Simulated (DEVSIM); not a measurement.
System: Au/SiO2/p-Si capacitor, at 300 K.

```tsv
layer (left to right)	material	thickness (nm)	Na (cm⁻³)
1	SiO2	3.90	-
2	Si	1200	2.4e17
```

Metal gate on the left, work function 5.1 eV. Fixed charge at the semiconductor interface 1.4e12 cm⁻² (in units of +e); no interface traps.

The device is made up for the run: typed textbook-type constants, with dimensions and the other settings drawn at random. Values at 300 K.

| parameter | SiO2 | Si |
|---|---|---|
| gap (eV) | 9 | 1.124 |
| affinity (eV) | 0.9 | 4.05 |
| permittivity | 3.9 | 11.7 |
| Nc (cm⁻³) | - | 2.86e19 |
| Nv (cm⁻³) | - | 3.1e19 |

Simulated with DEVSIM: 1D Poisson equation in equilibrium, Boltzmann statistics, complete ionisation; no quantum confinement or tunnelling. Metal contacts follow the ideal Schottky-Mott rule: no Fermi-level pinning, no interface dipoles.

The substrate doping was swept, all else fixed.

```tsv
substrate doping (cm^-3)	threshold voltage (band bending 2φF) (V)	minimum of the low-frequency capacitance (μF/cm²)	flat-band voltage (V)
1.2e16	0.66	0.0409	-0.12
2.4e16	0.70	0.0539	-0.14
4.8e16	___	___	-0.16
1.2e17	0.86	0.107	-0.18
2.4e17	0.97	0.142	-0.20
4.8e17	1.12	0.183	-0.22
```

### Question
Complete the blanks.

### Answer

- 4.8e16, threshold voltage (band bending 2φF) (V): 0.76
- 4.8e16, minimum of the low-frequency capacitance (μF/cm²): 0.0737
